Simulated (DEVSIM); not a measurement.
Structure: abrupt GaAs n-p junction, at 300 K.

Layer 1 from the left is GaAs, thickness (μm) 57.0, Nd (cm⁻³) 3.9e15, τn (s) 1.5e-9, τp (s) 1.5e-9. Layer 2 from the left is GaAs, thickness (μm) 24.0, Na (cm⁻³) 2.4e15, τn (s) 1.5e-9, τp (s) 1.5e-9.

Left contact: ohmic. Right contact: ohmic. Voltage is applied to the left contact. Recombination: SRH at mid-gap, Auger. Mobility is μmin + (μ − μmin)/(1 + (N/Nref)^α).

Constants are typed, rounded textbook-type inputs, not results; the design itself was drawn at random and stands for no fabricated device. Values at 300 K.

GaAs: gap (eV) 1.424, affinity (eV) 4.07, permittivity 12.9, Nc (cm⁻³) 4.7e17, Nv (cm⁻³) 9e18, μn (cm²/Vs) 8500, μp (cm²/Vs) 400, μn,min 500, μp,min 20, Nref,n 6e16, Nref,p 1.5e17, αn 0.39, αp 0.38, Cn (cm⁶/s) 1e-30, Cp (cm⁶/s) 1e-30.

### Question
Estimate by hand the built-in potential, the peak field at zero bias, the capacitance at 3 V, and compare with a numerical solution.

### Answer

- Built-in potential: ni = √(Nc Nv) exp(−Eg/2kT) = 2250000 cm⁻³ with Eg = 1.424 eV; Vbi = kT/q ln(Na Nd/ni²) = 1.087 V; numerical 1.087 V.
- Peak field at zero bias: depletion approximation: W = √(2εVbi/(qN)) = 1.02 μm with N = 1.49e15 cm⁻³; field = 2Vbi/W = 21300 V/cm; numerical 20800 V/cm (estimate above by 2.5 %).
- Capacitance at 3 V: C = √(qεN / 2(Vbi + |V|)) = 5.77 nF/cm²; numerical 5.80 nF/cm² (estimate below by 0.65 %).

DEVSIM, 1D drift-diffusion, Boltzmann statistics, complete ionisation; no tunnelling, impact ionisation, image-force lowering or self-heating.
